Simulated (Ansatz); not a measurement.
**A computed series for MgSe: response to strain**

The reference is MgSe in the rock salt structure (space group Fm-3m, No. 225; a = 5.3913 Å).

Strains are applied to the cell and any free atomic positions relax.

Calculations: LDA in Ansatz (plane waves to 420 eV, PAW, no spin-orbit coupling).

Candidates:
(a) isotropic strain +1.50 %
(b) isotropic strain −1.00 %
(c) isotropic strain −1.50 %

Before the change:

```
Property              Result
-------------------  -------
Smallest direct gap  2.60 eV
```

### Question
Order them by smallest direct gap, highest first.

### Answer
(c) isotropic strain −1.50 % (2.93 eV), (b) isotropic strain −1.00 % (2.82 eV), (a) isotropic strain +1.50 % (2.30 eV)

No phonon test of stability was made.

Ansatz is a quantum-chemistry and plane-wave program.
